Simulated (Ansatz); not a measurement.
Base system: GaN in the zinc blende structure (space group F-43m, No. 216).

```
GaN
1.0
    0.00000     2.24895     2.24895
    2.24895     0.00000     2.24895
    2.24895     2.24895     0.00000
Ga N
1 1
Direct
  0.00000   0.00000   0.00000
  0.25000   0.25000   0.25000
```

Cartesian axes are those of the cell as printed.

The values are results of r2SCAN/PAW in Ansatz (a program for electronic structure), spin-orbit coupling left out, not measurements.

Modification: the cell is scaled by 1.0150 in all directions; the atoms relax in the strained cell.

Question: Predict the stress tensor and what it implies for the stiffness.

Answer: Stress of the strained cell less that of the base (GPa, compression positive):
```
  -7.97    0.00    0.00
   0.00   -7.97    0.00
   0.00    0.00   -7.97
```

Then B = −ΔP/(ΔV/V₀) with ΔV/V₀ = 0.0457 gives secant stiffness values (nonlinear terms included at this strain): B ≈ 174 GPa.

As a check, the harmonic strain energy −½ V₀ Δσ:ε is 13 meV/atom; the computed energy rise is 13 meV/atom.

No phonon test of stability was made. This is not the structure that GaN has at room temperature and ambient pressure.
